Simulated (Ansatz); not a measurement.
Ansatz (a quantum-chemistry and plane-wave program) run on SrSO₄ (R3m, 6 atoms in the cell): self-consistent single point.

Method of the run: LDA (PW92), default PAW files made with PBE (plane waves; Ansatz).

The change in words: lattice scaled by 0.98; kpoints.mp_grid.grid: 6 6 6 → 4 4 4. Reference geometry:
```yaml
crystal:
  lattice:
    - [0.00000, 3.62242, 3.62242]
    - [3.62242, 0.00000, 3.62242]
    - [3.62242, 3.62242, 0.00000]
  atoms:
    - { symbol: Sr, position: [0.50399, 0.50399, 0.50399] }
    - { symbol: S, position: [0.00000, 0.00000, 0.00000] }
    - { symbol: O, position: [0.88106, 0.88106, 0.88106] }
    - { symbol: O, position: [0.35682, 0.88106, 0.88106] }
    - { symbol: O, position: [0.88106, 0.88106, 0.35682] }
    - { symbol: O, position: [0.88106, 0.35682, 0.88106] }
```

Reference input (self-consistent single point, DFT, LDA (PW92), plane waves, default PAW files made with PBE): basis.ecutwfc = 30.9 Ry; kpoints.mp_grid.grid = 6 6 6; hamiltonian.xc = lda; hamiltonian.pseudopotentials = {kind: paw} (the program's default PAW files); scf.occupations.method = fixed. This run's input differs from it in these lines:

Ansatz 0.2 input:
```diff
@@ -3,5 +3,5 @@
   lattice:
-    - [0.00000000, 3.62241500, 3.62241500]
-    - [3.62241500, 0.00000000, 3.62241500]
-    - [3.62241500, 3.62241500, 0.00000000]
+    - [0.00000000, 3.54996700, 3.54996700]
+    - [3.54996700, 0.00000000, 3.54996700]
+    - [3.54996700, 3.54996700, 0.00000000]
   atoms:
@@ -17,3 +17,3 @@
   mp_grid:
-    grid: [6, 6, 6]
+    grid: [4, 4, 4]
 hamiltonian:
```

Output (repeated stretches shortened):

```
SCF iter   1: F=—  HF=-6537.135871 eV  |F-HF|=—  |Δ(HF+E_count)|=         —  Δρ=1.13e-2  dr2=9.19e-2  ethr=1.77e-3  ⟨swp⟩=6.7  Hψ=1673  notcnv=0  defer=45
all-band conjugate gradients solve this SCF's bands
preconditioner: auto → none
SCF iter   2: F=—  HF=-6537.109774 eV  |F-HF|=—  |Δ(HF+E_count)|=   2.61e-2  Δρ=4.70e-3  dr2=1.11e-2  ethr=2.30e-4  ⟨swp⟩=2.5  Hψ=720  notcnv=0  defer=50
SCF iter   3: F=—  HF=-6537.106735 eV  |F-HF|=—  |Δ(HF+E_count)|=   3.04e-3  Δρ=1.72e-3  dr2=1.64e-3  ethr=2.77e-5  ⟨swp⟩=3.0  Hψ=609  notcnv=0  defer=51
   [... lines left out ...]
SCF iter   5: F=—  HF=-6537.106627 eV  |F-HF|=—  |Δ(HF+E_count)|=   1.18e-4  Δρ=1.55e-4  dr2=2.27e-5  ethr=1.25e-6  ⟨swp⟩=2.0  Hψ=483  notcnv=0  defer=43
SCF iter   6: F=—  HF=-6537.106632 eV  |F-HF|=—  |Δ(HF+E_count)|=   5.10e-6  Δρ=7.04e-5  dr2=3.91e-6  ethr=5.66e-8  ⟨swp⟩=2.0  Hψ=568  notcnv=0  defer=27
SCF iter   7: F=—  HF=-6537.106632 eV  |F-HF|=—  |Δ(HF+E_count)|=   7.30e-7  Δρ=2.35e-5  dr2=5.36e-7  ethr=9.76e-9  ⟨swp⟩=2.0  Hψ=531  notcnv=0  defer=27
SCF iter   8: F=-6537.106632 eV  HF=-6537.106632 eV  |F-HF|=3.11e-9  |Δ(HF+E_count)|=   1.22e-7  Δρ=4.47e-6  dr2=7.08e-9  ethr=2.50e-10  ⟨swp⟩=13.2  Hψ=2035  notcnv=0
SCF 1 converged in 8 iterations: F = -6537.106632 eV  dr2 = 7.08e-9
Free energy (F): -6537.106632 eV
Internal energy: -6537.106632 eV  (E = F + TS)
E sigma→0 (E₀):  -6537.106632 eV
Fermi energy:    4.579513 eV
--- Forces (eV/Å), atoms counted from 1 ---
  atom   1  Sr     0.01366332     0.01366332     0.01366332
  atom   2  S      0.06245014     0.06245014     0.06245014
  atom   3  O     -0.55627420    -0.55627420    -0.55627420
  atom   4  O     -0.56449868     0.52233039     0.52233039
  atom   5  O      0.52233039     0.52233039    -0.56449868
  atom   6  O      0.52233039    -0.56449868     0.52233039
--- Stress (GPa, compression-positive) ---
        0.113496      -0.125014      -0.125014
       -0.125014       0.113496      -0.125014
       -0.125014      -0.125014       0.113496
  P = ⅓ Tr σ = 0.1135 GPa (1.135 kbar)
  The stress holds the Pulay correction. Without it, at fixed plane waves, as pw.x and ABINIT print it: P = -0.6043 GPa
```

The run converged in 8 iterations. Against the reference run the free energy drops by 20.1 meV/atom, the pressure goes from -6.64 to 0.11 GPa, the largest force goes from 0.548 to 0.963 eV/Å and the gap on the mesh goes from 3.532 to 3.658 eV.

The starting cell comes from a database of computed structures (which also holds hypothetical and non-ambient phases and stackings), without a prior relaxation at this level. Its lattice was rescaled by up to half a per cent. One atom was moved a little off its site on purpose. For this run, on top of that: lattice scaled by 0.98. Ansatz's pressure includes its estimate of the finite-basis (Pulay) stress. Without the estimate this run gives -0.60 GPa.
